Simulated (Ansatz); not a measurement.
Consider the following.

```xyz
2
Lattice="0.0000 2.0540 2.0540 2.0540 0.0000 2.0540 2.0540 2.0540 0.0000" Properties=species:S:1:pos:R:3 pbc="T T T"
Li     0.0000     0.0000     0.0000
F      2.0540     2.0540     2.0540
```

No spin polarisation.

All numbers come from DFT with PBEsol, PAW potentials and a 420 eV plane-wave cutoff in Ansatz (an electronic-structure program), no spin-orbit coupling. Γ-centred 14×14×14 mesh, Fermi–Dirac width 0.05 eV.

Task: Predict the width of the top valence band, pressure and gap character.

Result: The width of the top valence band is 0.93 eV. The pressure is -45.9 kbar and the gap character is direct at Γ.

The cells carry an imposed strain or load. Stability against distortions was not tested. The cell was made from LiF in the rock salt structure (space group Fm-3m, No. 225) by this change: isotropic strain +2.50 %.
